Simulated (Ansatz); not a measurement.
The starting structures come from a database of crystals and need not be the phases stable at ambient conditions.

 Where the default PAW files enter, the runs use the earlier of Ansatz's two default sets.

Given:

```yaml
crystal:
  lattice:
    - [3.76694, 0.00000, 0.00000]
    - [1.88347, 6.15358, 0.00000]
    - [0.00000, 1.92833, 6.32896]
  atoms:
    - { symbol: Ti, position: [0.80471, 0.39058, 0.71624] }
    - { symbol: Ti, position: [0.19529, 0.60942, 0.28376] }
    - { symbol: Ti, position: [0.09993, 0.80014, 0.71040] }
    - { symbol: Ti, position: [0.90007, 0.19986, 0.28960] }
    - { symbol: O, position: [0.05835, 0.88330, 0.36998] }
    - { symbol: O, position: [0.94165, 0.11670, 0.63002] }
    - { symbol: O, position: [0.63807, 0.72386, 0.70660] }
    - { symbol: O, position: [0.36193, 0.27614, 0.29340] }
    - { symbol: O, position: [0.13281, 0.73438, 0.00471] }
    - { symbol: O, position: [0.86719, 0.26562, 0.99529] }
    - { symbol: O, position: [0.73651, 0.52698, 0.34750] }
    - { symbol: O, position: [0.26349, 0.47302, 0.65250] }
```

Space group of this cell: C2/m. The cell is taken as given; by r2SCAN its mean pressure is -5.6 GPa.

Computed with r2SCAN (plane waves, PAW; Ansatz, a quantum-chemistry and plane-wave program).

The current runs along the normal of the first two printed vectors; no spin-orbit coupling. Scaled by the factor s: the length along the current (ions clamped). Meshes 8×8×6 and 8×6 across the current in all rows.

| s | mean pressure (GPa) | band gap (eV) |
|---|---|---|
| 0.97 | 1.4 | 3.24 |
| 1.00 | -5.6 | 3.12 |
| 1.03 | -10.9 | ? |

Question: Take the slope of the band gap against ln s from the two given rows, extrapolate to s = 1.03, and say what the run there gives.

Answer: Slope = (3.24 − 3.12) / ln 0.97 = -3.94 eV. The line gives 3.12 + (-3.94) × ln 1.03 = 3.00 eV. The run gives 2.96 eV, 0.04 eV under the line, 37 % of the predicted step.
